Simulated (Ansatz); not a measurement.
Base system: KBr in the rock salt structure (space group Fm-3m, No. 225; a = 6.5496 Å). Axes: x, y, z lie along the cube axes.

Level of theory: PBEsol/PAW in Ansatz (a program for electronic structure), scalar-relativistic without spin-orbit coupling.

Free-standing slabs (2 atom(s) a layer) normal to the z axis with 15 Å of vacuum; in-plane cell held at bulk.

One change was made to it. Results:

| quantity | base | after |
|---|---|---|
| band gap | 4.34 eV | 4.47 eV |
| gap character | – | direct at Γ |

Task: Which of these changes matches the shifts?
(A) 6 layers
(B) 7 layers
(C) 2 layers
(D) 5 layers
(E) 1 layer

Result: C, 2 layers. For comparison, the band gap in the other runs: 5 layers gives 4.39 eV; 1 layer gives 4.38 eV; 6 layers gives 4.38 eV; 7 layers gives 4.37 eV.

Gaps are read on the SCF mesh and a high-symmetry path. Stability against distortions was not tested. k-point labels follow each cell's own Brillouin zone.
